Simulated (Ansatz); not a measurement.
Consider GaN in the wurtzite structure (space group P6_3mc, No. 186; a = 3.183 Å, c = 5.185 Å). Axes: x lies along a and z along c of the hexagonal cell.

Level of theory: Kohn–Sham DFT with the PBEsol functional, run in Ansatz (an electronic-structure program) with PAW and 420 eV plane waves, no spin-orbit coupling.

The change: the cell is stretched by 1.20 % along z with no lateral relaxation, atoms relaxed at fixed cell.

Problem. Predict the stress tensor and what it implies for the stiffness.

Solution. Stress of the strained cell less that of the base (GPa, compression positive):
```
  -1.04    0.00    0.00
   0.00   -1.04    0.00
   0.00    0.00   -4.50
```

Then −Δσ_ii/ε with ε = 0.0120 gives relaxed-ion elastic constants: C33 ≈ 375 GPa, C13 ≈ 87 GPa and C23 ≈ 87 GPa.

Stability against distortions was not tested.
